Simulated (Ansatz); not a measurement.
Consider the following.

End structure of a constructed model of the (111) surface of fcc Au, a pseudomorphic layer of Ge in the host's stacking (bottom of the slab: a bare face, its two planes held):

```
CELL_PARAMETERS angstrom
      2.93959     0.00000     0.00000
     -1.46980     2.54576     0.00000
      0.00000     0.00000    30.50000
ATOMIC_POSITIONS crystal
  Au 0.33333 0.66667 0.26926
  Au 0.66667 0.33333 0.34796
  Au 0.00000 0.00000 0.42641
  Au 0.33333 0.66667 0.50528
  Au 0.66667 0.33333 0.58461
  Au 0.00000 0.00000 0.66488
  Ge 0.33333 0.66667 0.73912
```

Model: 7-atom slab, 14.1 Å thick at the start, 15x15x1 mesh, Fermi-Dirac 0.1 eV, dipole correction, single point; on the structure that PBE left under its start's symmetry; no spin, no spin-orbit, no U. In PBE it is, or lies within 0.01 eV a 1x1 cell of, the lowest of the 2 structures of its composition computed so far; larger cells were not tried.

Q: Estimate the work function of the top face that r2SCAN, at the PBE geometry in Ansatz (a program for electronic structure) returns for this input.

A: 4.27 eV
